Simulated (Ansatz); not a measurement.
# How far PBE and r2SCAN part for GaSb, pressure 1.5 GPa

Start from GaSb in the zinc blende structure (space group F-43m, No. 216; a = 6.214 Å).

(Cell as relaxed with PBE.)

Levels (all Ansatz, an electronic-structure program, PAW, earlier PAW set): PBE (420 eV, without spin-orbit coupling); r2SCAN (500 eV, spin-orbit coupling left out).

Each level relaxes its own structure.

```csv
base,PBE,r2SCAN
volume per atom,29.99 Å³,28.84 Å³
lattice parameter a,6.214 Å,6.134 Å
band gap,zero,0.41 eV
```

Modification: cell and atoms relaxed at a pressure of 1.5 GPa.

| quantity | PBE | r2SCAN |
|---|---|---|
| band gap | zero | 0.61 eV |
| shortest interatomic distance | 2.663 Å | 2.633 Å |

They disagree on the band gap; PBE's shortest interatomic distance lies 0.0306 Å above r2SCAN's (1.2 %). Neither level is exact; r2SCAN is the comparison here, not a measurement.

Spin-orbit coupling, missing from the scalar runs, can matter with Sb. Load acts through the strain it causes; cell and atoms are relaxed under it. Stability against distortions was not tested. All final runs are without spin polarisation. The zero or small gap of GaSb can change with the level of theory.
